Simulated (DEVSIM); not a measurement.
Device: abrupt GaP n-p junction, at 300 K.

```
layer (left to right)  material  thickness (μm)  Nd (cm⁻³)  Na (cm⁻³)  τn (s)  τp (s)
---------------------  --------  --------------  ---------  ---------  ------  ------
1                           GaP           0.520     1.8e15          -  1.3e-7  1.3e-7
2                           GaP           0.930          -     1.9e16  1.3e-7  1.3e-7
```

Left contact: ohmic. Right contact: ohmic. Voltage is applied to the left contact. Recombination: SRH at mid-gap, Auger. Mobility is constant in doping. Where it depends on doping, it is μmin + (μ − μmin)/(1 + (N/Nref)^α).

Constants are typed, rounded textbook-type inputs, not results; the design itself was drawn at random and stands for no fabricated device. Values at 300 K. The table also holds parameters that only a changed run uses.

| parameter | GaP |
|---|---|
| gap (eV) | 2.26 |
| affinity (eV) | 3.8 |
| permittivity | 11.1 |
| Nc (cm⁻³) | 1.8e19 |
| Nv (cm⁻³) | 1.9e19 |
| μn (cm²/Vs) | 250 |
| μp (cm²/Vs) | 150 |
| μn,min | 10 |
| μp,min | 10 |
| Nref,n | 4.4e18 |
| Nref,p | 1e18 |
| αn | 0.8 |
| αp | 0.85 |
| Cn (cm⁶/s) | 1e-30 |
| Cp (cm⁶/s) | 1e-30 |

DEVSIM, 1D drift-diffusion, Boltzmann statistics, complete ionisation; no tunnelling, impact ionisation, image-force lowering or self-heating.

Base results: dark forward voltage at 100 A/cm² (V) 1.857; potential step across the device at zero bias (V) 1.843; largest field in the device at zero bias (V/cm) 38000; dark forward voltage at 1 A/cm² (V) 1.687.

### Question
What follows from this one change: doping Nd of layer 1 1.8e+15 → 5.4e+16 cm^-3?

### Answer
dark forward voltage at 100 A/cm² 1.857 → 1.885 V; potential step across the device at zero bias 1.843 → 1.931 V; largest field in the device at zero bias 38000 → 93000 V/cm; dark forward voltage at 1 A/cm² 1.687 → 1.756 V.

### Question
What follows from this one change: thickness of layer 1 0.52 → 0.18 μm?

### Answer
dark forward voltage at 100 A/cm² 1.857 → 1.810 V; potential step across the device at zero bias little changed (1.843 V); largest field in the device at zero bias 38000 → 65000 V/cm; dark forward voltage at 1 A/cm² 1.687 → 1.633 V.
